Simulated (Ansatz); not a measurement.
An Ansatz (an electronic-structure program) run: hypothetical CsCl type LaP with a change (isotropic strain +2.92 %); plane-wave PAW DFT at the PBE level (Ansatz, 420 eV), no SOC.

Input:

Ansatz 0.2 input:
```yaml
crystal:
  lattice:
    - [3.7472550361, 0, 0]
    - [0, 3.7472550361, 0]
    - [0, 0, 3.7472550361]
  atoms:
    - { symbol: La, position: [0, 0, 0] }
    - { symbol: P, position: [0.5, 0.5, 0.5] }
basis: { ecutwfc: 420, ecutrho_ratio: 4, xc_grid: 2, fft_grid_basis: typed }
kpoints: { mp_grid: { grid: [16, 16, 16] } }
hamiltonian:
  xc: pbe
  dispersion: none
  pseudopotentials: { kind: paw }
scf: { occupations: { method: fermi_dirac, width: 0.1 }, convergence: { dr2_threshold: 0.0000000002 } }
relax: { f_tol: 0.005, max_steps: 50 }
output: { forces: true, stress: true }
checkpoint: { write: state.ck, write_every: 1000 }
```

Output (explanatory and most iteration lines left out):

```
Relaxation: its limit of steps is 50 (relax.max_steps)
Pseudopotential: La, paw, valence charge 11
Pseudopotential: P, paw, valence charge 5
Crystal: 2 atoms, lattice volume = 52.619 Å³
Basis set: ecut = 420 eV, 1021 PW (Γ), exchange–correlation on 54×54×54 points (8 copies of the dense FFT grid, shifted against one another)
Bands: 12, of which v1, the nominal top of the filled ones, is band 8 counted from 1 (7 counted from 0)
Symmetry: 48 space group operations
Space group: Pm-3m (ITA 221), of the structure as read, at distance tolerance 3.7e-5 Å
k-points: 165 of 4096
Functional: x = pbe(κ = 0.804, μ = 0.2195149727645171), c = pbe(β = 0.06672455060314922)
SCF iter   1: F=—  HF=-7008.144283 eV  |F-HF|=—  |Δ(HF+E_count)|=         —  Δρ=5.37e-3  dr2=2.82e-2  ethr=1.77e-3  ⟨swp⟩=4.3  Hψ=10154  notcnv=0
SCF iter   2: F=—  HF=-7008.140115 eV  |F-HF|=—  |Δ(HF+E_count)|=   4.17e-3  Δρ=3.01e-3  dr2=6.39e-3  ethr=1.76e-4  ⟨swp⟩=1.8  Hψ=3747  notcnv=0
SCF 1 converged in 8 iterations: F = -7008.140259 eV  dr2 = 6.17e-12
relax step   1: F+E_penalty+E_count = -7008.14025887 eV  Δ(F+E_penalty+E_count) = +0.000e0 eV  max|allowed force component| = 8.020e-30 eV/Å  Δτ_max = 0.0000 Å  (8 SCF iters, accepted)
SCF converged after 8 iterations
Free energy (F): -7008.140259 eV
Internal energy: -7008.112111 eV  (E = F + TS)
E sigma→0 (E₀):  -7008.126185 eV
Entropy (-TS):   -0.028148 eV (-14.074 meV/atom)
Fermi energy:    10.221283 eV
--- Forces (eV/Å), atoms counted from 1 ---
  atom   1  La    -0.00000000     0.00000000    -0.00000000
  atom   2  P      0.00000000    -0.00000000     0.00000000
--- Stress (GPa, compression-positive) ---
       -5.375826      -0.000000       0.000000
        0.000000      -5.375826      -0.000000
        0.000000       0.000000      -5.375826
  P = ⅓ Tr σ = -5.3758 GPa (-53.758 kbar)
--- Relaxed structure (1 steps of the walk, 1 accepted, 0 SCFs on fresh bases) ---
  atoms:
    - { symbol: La, position: [0.0, 0.0, 0.0] }
    - { symbol: P, position: [0.49999999999999994, 0.49999999999999994, 0.49999999999999994] }
```

Stability against distortions was not tested. All final runs are without spin polarisation. The cell was made from LaP in the CsCl type structure (space group Pm-3m, No. 221; a hypothetical phase, not in the database extracts checked) by this change: isotropic strain +2.92 %.
